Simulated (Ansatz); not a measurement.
AlB2-type HfB2 was calculated with PBEsol (plane waves, PAW; Ansatz, a program for electronic structure).

Run with plane-wave cutoff 520 eV, 24×24×16 k mesh (along the axes of the cell as run), Fermi–Dirac smearing 0.05 eV, scalar-relativistic PAW data made under PBE.

The cell is scaled about its equilibrium volume:

Shape and atoms are relaxed at each volume.

```
V (Å³/atom)  P (GPa)  c (Å)  a (Å)
-----------  -------  -----  -----
9.342          11.50  3.392  3.089
9.537           5.46  3.419  3.108
9.732          -0.02  3.446  3.128
9.926          -4.98  3.473  3.147
10.121         -9.48  3.499  3.165
```

Note: the bulk modulus comes from volumes at which shape and atoms were relaxed.
